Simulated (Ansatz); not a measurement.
Base system: CaF2 in the fluorite structure (space group Fm-3m, No. 225; a = 5.421 Å).

The change: Ba takes the place of Ca on all its sites, then cell and atoms are relaxed.

Levels (all Ansatz, an electronic-structure program, PAW): PBEsol (420 eV, spin-orbit coupling left out); r2SCAN (500 eV, no spin-orbit coupling); HSE06 (420 eV, without spin-orbit coupling).

One geometry, relaxed with PBEsol, under each level:

```json
[
 {"level": "PBEsol", "band gap": "6.83 eV", "lowest conduction level above the VBM at special points": "Γ 6.83 eV; X 7.29 eV; K 7.55 eV; U 7.55 eV", "electron mass": "0.48 mₑ (at Γ)", "pressure": "0.00 GPa"},
 {"level": "r2SCAN", "band gap": "7.53 eV", "lowest conduction level above the VBM at special points": "Γ 7.53 eV; X 7.80 eV; K 8.07 eV; U 8.07 eV", "electron mass": "0.50 mₑ (at Γ)", "pressure": "1.82 GPa"},
 {"level": "HSE06", "band gap": "…", "lowest conduction level above the VBM at special points": "…", "electron mass": "–", "pressure": "–"}
]
```

Task: Give the withheld HSE06 results.

Result: 
- HSE06, band gap: 8.89 eV
- HSE06, lowest conduction level above the VBM at special points: Γ 8.89 eV; X 9.28 eV; K 9.56 eV

Single points use the geometry relaxed with PBEsol. Their cutoffs differ, which shifts pressures a little. The hybrid gap comes from the SCF mesh plus the semilocal run's edge points and a few special points and is an upper bound. Masses are band curvatures over ±0.01 Å⁻¹ around the edge. Whether these cells are dynamically stable was not tested.
